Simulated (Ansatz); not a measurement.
# CuAu, response to strain

Consider CuAu (space group P4/mmm, No. 123; a = 2.813 Å, c = 3.593 Å; relaxed with 0.1 eV smearing). Axes: x, y, z lie along a, b, c of the conventional cell.

Strains are applied to the cell and any free atomic positions relax; under biaxial strain the out-of-plane vector relaxes too.

The values are results of PBEsol (Ansatz, a program for electronic structure, PAW, no spin-orbit coupling), not measurements.

Notes on the quantities. in-plane stress: mean in-plane stress (compression positive).

| variant | in-plane stress | out-of-plane strain | shortest interatomic distance |
|---|---|---|---|
| base | – | – | 2.680 Å |
| biaxial strain −3.00 %, plane normal [001], relaxed out of plane | +4.1 GPa | +4.99 % | 2.698 Å |
| biaxial strain −2.00 %, plane normal [001], relaxed out of plane | +2.2 GPa | +3.41 % | 2.693 Å |
| biaxial strain −1.50 %, plane normal [001], relaxed out of plane | +1.5 GPa | +2.57 % | 2.690 Å |
| biaxial strain −1.00 %, plane normal [001], relaxed out of plane | +0.9 GPa | +1.73 % | 2.686 Å |
| biaxial strain −0.50 %, plane normal [001], relaxed out of plane | +0.4 GPa | +0.87 % | 2.683 Å |
| biaxial strain +1.00 %, plane normal [001], relaxed out of plane | -0.6 GPa | -1.80 % | 2.674 Å |
| biaxial strain +1.50 %, plane normal [001], relaxed out of plane | -0.7 GPa | -2.71 % | 2.670 Å |
| biaxial strain +2.00 %, plane normal [001], relaxed out of plane | -0.8 GPa | -3.66 % | 2.667 Å |
| biaxial strain +2.50 %, plane normal [001], relaxed out of plane | -0.8 GPa | -4.61 % | 2.663 Å |

Whether these cells are dynamically stable was not tested. All final runs are without spin polarisation.
